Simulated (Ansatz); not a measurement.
**BeSe: biaxial strain +2.50 %, plane normal [111], relaxed out of plane**

Take BeSe in the zinc blende structure (space group F-43m, No. 216; a = 5.1289 Å) as the base. Axes: x, y, z lie along the cube axes.

One thing is altered: tensile biaxial strain of 2.50 % in the plane normal to [111], as in epitaxy on a mismatched substrate; the out-of-plane cell vector and the atoms relax.

Method: plane-wave PAW DFT at the PBEsol level (Ansatz, an electronic-structure program, 420 eV), scalar-relativistic without spin-orbit coupling. Settings: 11×11×11 k-points, 0.05 eV Fermi–Dirac smearing.

The volume per atom rises by 0.68 Å³ (16.86 Å³ → 17.54 Å³) and the space group goes from F-43m (No. 216) to R3m (No. 160). The shortest interatomic distance remains 2.221 Å and the energy goes up by 12 meV/atom. The pressure (mean of the normal stresses, compression positive) goes from zero to -2.85 GPa and the band gap drops by 0.092 eV to 2.37 eV. The gap character comes out as indirect, Γ → F and the smallest direct gap falls by 0.52 eV to 3.76 eV. The hole mass amounts to 0.16 mₑ out of plane, 0.92 mₑ in plane (at Γ) and the valence-band top at Γ (three highest levels, from the VBM) goes from 0.00, 0.00, 0.00 eV to 0.00, -0.23, -0.23 eV. The out-of-plane strain comes out as -1.01 % and the ratio −ε⊥/ε∥ comes out as 0.40. The mean in-plane stress (compression positive) comes out as -4.3 GPa.

Cost of the whole job for the changed cell (relaxation, final SCF and bands): roughly 30 core-seconds.

Effective masses come from finite differences of ±0.01 Å⁻¹. Stability against distortions was not tested. Labels are those of the standard path for the cell's own space group.
